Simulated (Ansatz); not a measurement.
This Ansatz (a quantum-chemistry and plane-wave program) input is the reference run, an 8-atom supercell of InSb in the zinc blende structure (space group F-43m, No. 216) at its relaxed geometry, computed with Kohn–Sham DFT with the PBEsol functional, run in Ansatz with PAW and 420 eV plane waves, no SOC:

Ansatz 0.2 input:
```yaml
crystal:
  lattice:
    - [-6.519149559, 0, 0]
    - [0, 0, 6.519149559]
    - [0, 6.519149559, 0]
  atoms:
    - { symbol: Sb, position: [0.25, 0.75, 0.75] }
    - { symbol: Sb, position: [0.75, 0.75, 0.25] }
    - { symbol: Sb, position: [0.75, 0.25, 0.75] }
    - { symbol: Sb, position: [0.25, 0.25, 0.25] }
    - { symbol: In, position: [0, 0, 0] }
    - { symbol: In, position: [0.5, 0, 0.5] }
    - { symbol: In, position: [0.5, 0.5, 0] }
    - { symbol: In, position: [0, 0.5, 0.5] }
basis: { ecutwfc: 420, ecutrho_ratio: 4, xc_grid: 2, fft_grid_basis: typed }
kpoints: { mp_grid: { grid: [5, 5, 5] } }
hamiltonian:
  xc: pbesol
  dispersion: none
  pseudopotentials: { kind: paw }
scf: { occupations: { method: fermi_dirac, width: 0.05 }, convergence: { dr2_threshold: 0.0000000008 } }
output: { forces: true, stress: true }
checkpoint: { write: state.ck, write_every: 1000 }
```

Write the input for this change: one Sb atom is added in an open site, starting 2.66 Å from the nearest host atom, atoms relaxed at fixed cell.


Ansatz 0.2 input:
```yaml
crystal:
  lattice:
    - [-6.519149559, 0, 0]
    - [0, 0, 6.519149559]
    - [0, 6.519149559, 0]
  atoms:
    - { symbol: Sb, position: [0.25, 0.75, 0.75] }
    - { symbol: Sb, position: [0.75, 0.75, 0.25] }
    - { symbol: Sb, position: [0.75, 0.25, 0.75] }
    - { symbol: Sb, position: [0.25, 0.25, 0.25] }
    - { symbol: In, position: [0, 0, 0] }
    - { symbol: In, position: [0.5, 0, 0.5] }
    - { symbol: In, position: [0.5, 0.5, 0] }
    - { symbol: In, position: [0, 0.5, 0.5] }
    - { symbol: Sb, position: [0.0833333333, 0.0833333333, 0.5833333333] }
basis: { ecutwfc: 420, ecutrho_ratio: 4, xc_grid: 2, fft_grid_basis: typed }
kpoints: { mp_grid: { grid: [5, 5, 5] } }
hamiltonian:
  xc: pbesol
  dispersion: none
  pseudopotentials: { kind: paw }
scf: { occupations: { method: fermi_dirac, width: 0.05 }, convergence: { dr2_threshold: 0.0000000009 } }
relax: { f_tol: 0.02, max_steps: 45 }
output: { forces: true, stress: true }
checkpoint: { write: state.ck, write_every: 1000 }
```
This is the input that was run; other choices of cell and start would serve too.

In so small a cell the defect repeats every few ångströms: this is an ordered compound, not a dilute defect. The defect started on the symmetric site and kept its symmetry, so it may sit on a saddle. The final runs are not spin-polarised. The defect cell is not spin-polarised.
